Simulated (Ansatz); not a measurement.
System: As₂O₃ (Fd-3m, No. 227). Method: PBEsol (PAW; Ansatz, an electronic-structure program).

Settings: plane-wave cutoff 520 eV, 6×6×6 k mesh, scalar-relativistic PAW data made under PBE.

Computed at the level's own relaxed cell.

```
As2O3
1.0
    0.00000     5.53030     5.53030
    5.53030     0.00000     5.53030
    5.53030     5.53030     0.00000
As O
8 12
Direct
  0.39615   0.39615   0.39615
  0.43845   0.85385   0.85385
  0.39615   0.39615   0.81155
  0.85385   0.43845   0.85385
  0.81155   0.39615   0.39615
  0.85385   0.85385   0.85385
  0.39615   0.81155   0.39615
  0.85385   0.85385   0.43845
  0.32330   0.32330   0.67670
  0.57330   0.57330   0.92670
  0.67670   0.67670   0.32330
  0.92670   0.92670   0.57330
  0.67670   0.32330   0.32330
  0.92670   0.57330   0.57330
  0.32330   0.67670   0.67670
  0.57330   0.92670   0.92670
  0.57330   0.92670   0.57330
  0.32330   0.67670   0.32330
  0.92670   0.57330   0.92670
  0.67670   0.32330   0.67670
```

### Question
Give the elastic tensor (Voigt notation, GPa, ions relaxed, in the Cartesian axes of the cell as printed).

### Answer

```
   18.3     3.3     3.3     0.0     0.0     0.0
    3.3    18.3     3.3     0.0     0.0     0.0
    3.3     3.3    18.3     0.0     0.0     0.0
    0.0     0.0     0.0     8.6     0.0     0.0
    0.0     0.0     0.0     0.0     8.6     0.0
    0.0     0.0     0.0     0.0     0.0     8.6
```

Note: the relaxation could not lower the start's symmetry, so the cell can be a saddle point above a distorted one.

Static lattice: no zero-point or thermal effects.
